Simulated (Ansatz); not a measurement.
Rock-salt NaH, treated with PBE-D4 in Ansatz (plane waves, PAW).

Run with plane-wave cutoff 520 eV, 12×12×12 k mesh, Fermi–Dirac smearing 0.01 eV, scalar-relativistic PAW data made under PBE.

Computed at the level's own relaxed cell.

```xyz
2
Lattice="0.0000 2.3970 2.3970 2.3970 0.0000 2.3970 2.3970 2.3970 0.0000" Properties=species:S:1:pos:R:3 pbc="T T T"
Na     0.0000     0.0000     0.0000
H      2.3970     2.3970     2.3970
```

Task: List the 5 lowest band energies at Γ above −25 eV (eV, relative to the valence band maximum), grouping those that round alike.

Result: At Γ: -22.07 (×3), -3.68, 10.63.

Ansatz is a quantum-chemistry and plane-wave program.
